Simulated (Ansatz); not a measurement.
Levels about the gap of amorphous Si$_{51}$N$_{54}$ (105 atoms in a cell of 1282 Å³, 2.83 g/cm³; zone centre alone, so wide bands show as single levels with stretches between that a denser mesh fills), at the geometry that PBE relaxed, where it gives -1.3 GPa on a denser mesh. The participation number counts the atoms over which a state spreads; weights are charges in smoothed Voronoi cells. The levels come from a single point, so bond lengths are those of that geometry. Method of the levels: PBE, scalar-relativistic without spin-orbit coupling (Ansatz, a quantum-chemistry and plane-wave program). Sampling: the zone centre alone; Fermi-Dirac width 0.02 eV; no spin polarisation. The usual formal charges leave 42 electrons over, so the level spacing at the Fermi energy parts defect or band states and needn't be the band gap. At PBE the levels at the empty edge of the gap are localised (band-tail or defect states), and the nearest spread-out levels lie 1.4 eV apart at the zone centre.

The cell was made by melting and quenching with the CHGNet potential and then relaxed with DFT. N atoms were pushed apart under 1.9 Å during the dynamics, to hinder bonds among them. The hot cell started wider than the set density and was brought back towards it in steps. It is the lowest in DFT energy of 2 quenches. It is a model cell: composition and starting density were chosen by hand, and all elements were melted together. No dispersion term was used. A short ab initio anneal came between quench and relaxation. Its density started from a set value of 2.83 and ended at 2.83 g/cm³. The simulated quench (nominally 600 K/ps over its main leg) is rapid and tends to freeze in more defects than a deposited or slowly cooled glass has. A cell of this size samples the disorder only roughly. The volume was held where the preparation left it, at a PBE pressure of -1.3 GPa (tension). Stress components on the final sampling reach 5.5 GPa. On a 2×2×2 Γ-centred mesh force components of up to 0.19 eV/Å stay, since the relaxation ran on the zone centre alone.

```tsv
E - E(highest filled), eV	filling	participation number	largest on	weight Si	weight N
-0.80	filled	20.1	N, 3 neighbours	0.27	0.73
-0.73	filled	16.8	N, 3 neighbours	0.29	0.71
-0.61	filled	41.0	N, 3 neighbours	0.43	0.57
-0.58	filled	30.6	Si, 3 neighbours	0.57	0.43
-0.21	filled	21.9	N, 3 neighbours	0.55	0.45
-0.14	filled	21.6	Si, 3 neighbours	0.54	0.46
0.00	filled	21.9	Si, 3 neighbours	0.68	0.32
0.96	empty	7.7	Si, 3 neighbours	0.71	0.29
1.13	empty	12.6	Si, 3 neighbours	0.65	0.35
1.45	empty	18.7	Si, 4 neighbours	0.73	0.27
1.69	empty	28.0	Si, 2 neighbours	0.68	0.32
1.79	empty	33.5	Si, 4 neighbours	0.70	0.30
1.99	empty	38.4	Si, 4 neighbours	0.66	0.34
2.07	empty	47.0	Si, 3 neighbours	0.65	0.35
```

Most localised among these is the empty level at +0.96 eV, on a Si atom, which has 3 neighbours (N 1.71 Å, N 1.86 Å, Si 2.38 Å).
